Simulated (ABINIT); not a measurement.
## Several settings converged on Te (C2, 3 atoms in the cell)

```
CELL_PARAMETERS angstrom
      2.21885    -3.84316     0.00000
      2.21885     3.84316     0.00000
      0.00000     0.00000     5.90035
ATOMIC_POSITIONS crystal
  Te 0.00000 0.26300 0.66667
  Te 0.74827 0.74827 0.00000
  Te 0.26300 0.00000 0.33333
```

Base method: LDA (PW92), norm-conserving pseudopotentials (PseudoDojo nc-sr-04 LDA standard) (plane waves; ABINIT).

Base settings: pseudos = [Te.upf]; ecut = 82 Ry; occopt = 3; tsmear = 0.02 eV; ngkpt = 3 3 2; nshiftk = 1; shiftk = 0 0 0; potentials = PseudoDojo nc-sr-04 LDA standard; nband = 31; kptopt = 1.

The count of work is k-points × plane waves × bands × iterations; it is no time. Core times come from one kind of shared machine, to one figure; runs under 30 s give none.

**The plane-wave cutoff**

The mesh stays at the base's, so the ladder's end is converged at best in this setting alone.

Only quantities that move along the ladder and can be compared are tabulated; the gap is left out on so coarse a mesh.

```tsv
ecut	free energy less the last step's (meV/atom)	pressure (GPa)	largest difference of a force vector from the last step's (eV/Å)	count of work / last	core time / last (rough)
28 Ry	105047.43	-1169.33	0.249	0.18	0.2
38 Ry	24975.72	-500.52	0.041	0.25	0.2
46 Ry	5643.84	-172.06	0.013	0.37	0.3
58 Ry	269.79	-15.34	0.001	0.52	0.8
82 Ry	0.40	0.04	0.000	0.87	1.0
90 Ry	0.00	0.06	0.000	1.0	1
```

Coarsest ecut that holds the free energy within 5 meV/atom of the last step, with all finer ones: 82 Ry; the step before is off by 270 meV/atom.

Coarsest ecut that holds the forces within 0.005 eV/Å of the last step, with all finer ones: 58 Ry; the step before is off by 0.013 eV/Å.

Coarsest ecut that holds the pressure within 0.05 GPa of the last step, with all finer ones: 82 Ry; the step before is off by 15 GPa.

At the lowest cutoff the pressure lies 1170 GPa under the last step's, the usual sign of Pulay stress in an incomplete plane-wave basis.

**The cutoff for other potential files**

Level: DFT, LDA (PW92), plane waves, PAW (JTH v2.0 LDA PAW).

In this ladder: pseudos = [Te.LDA_PW-JTH.xml]; nband = 14; potentials = JTH v2.0 LDA PAW; pawxcdev = 0. Moved along: pawecutdg.

The second cell is the first with its lattice scaled by 0.98.

The mesh stays at the base's, so the ladder's end is converged at best in this setting alone.

Only quantities that move along the ladder and can be compared are tabulated; the gap is left out on so coarse a mesh.

| ecut | free energy less the last step's (meV/atom) | energy of the compressed cell less the first (meV/atom) | largest difference of a force vector from the last step's (eV/Å) | count of work / last |
|---|---|---|---|---|
| 18 Ry | 8.58 | 24.87 | 0.008 | 0.089 |
| 28 Ry | 2.12 | 24.16 | 0.003 | 0.19 |
| 40 Ry | 0.40 | 23.89 | 0.001 | 0.33 |
| 80 Ry | 0.00 | 23.83 | 0.000 | 1.0 |

Coarsest ecut that holds the forces within 0.005 eV/Å of the last step, with all finer ones: 28 Ry, at 0.19 of the last step's count of work; the step before is off by 0.008 eV/Å.

Coarsest ecut that holds the free energy within 5 meV/atom of the last step, with all finer ones: 28 Ry, at 0.19 of the last step's count of work; the step before is off by 8.6 meV/atom.

Coarsest ecut that holds the energy of the compressed cell less the first within 0.2 meV/atom of the last step, with all finer ones: 40 Ry, at 0.33 of the last step's count of work; the step before is off by 0.33 meV/atom.

The energy difference between the two cells stays within 1 meV/atom of the last step's from 28 Ry on, the total only from 40 Ry on: much of the error is common to both cells and cancels.

On the base run: the starting cell has typed, rounded lattice constants, without a prior relaxation at this level. Its lattice was rescaled by up to half a per cent. One atom was moved a little off its site on purpose.
